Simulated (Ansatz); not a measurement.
Band structure of SrTe (Fm-3m, 2 atoms in the cell).

```xyz
2
Lattice="0.0000 3.3360 3.3360 3.3360 0.0000 3.3360 3.3360 3.3360 0.0000" Properties=species:S:1:pos:R:3 pbc="T T T"
Sr     0.0000     0.0000     0.0000
Te     3.3360     3.3360     3.3360
```

Method: PBE (plane waves, PAW; Ansatz, a quantum-chemistry and plane-wave program).

Settings: basis.ecutwfc = 30.9 Ry; kpoints.mp_grid.grid = 9 9 9; hamiltonian.xc = pbe; hamiltonian.pseudopotentials = {kind: paw} (the program's default PAW files); scf.occupations.method = fermi_dirac; scf.occupations.width = 0.0007 Ry; kpoints.band_path.npoints = 8.

The starting cell has typed, rounded lattice constants, without a prior relaxation at this level. Its lattice was rescaled by a random factor within 2.5 % of one. Spin-orbit coupling is off.

**Question.** Predict the gap along the standard path and the places of the band edges.

**Answer.** The gap along the path is 1.73 eV, from Γ to X; the smallest direct gap on it is 2.46 eV.

Levels in eV from the top of the valence band on the path, bands 10 to 16:
| point | 10 | 11 | 12 | 13 | 14 | 15 | 16 |
|---|---|---|---|---|---|---|---|
| Γ | -9.96 | 0.00 | 0.00 | 0.00 | 2.84 | 3.30 | 3.30 |
| X | -9.51 | -1.96 | -0.73 | -0.73 | 1.73 | 3.90 | 4.85 |
| W | -9.41 | -1.56 | -1.56 | -1.50 | 3.94 | 3.94 | 4.48 |
| K | -9.43 | -1.76 | -1.73 | -0.94 | 2.82 | 4.93 | 5.54 |
| L | -9.33 | -2.81 | -1.09 | -1.09 | 3.87 | 5.18 | 5.36 |
| U | -9.43 | -1.76 | -1.73 | -0.94 | 2.82 | 4.93 | 5.54 |

Keys are those of Ansatz 0.2.
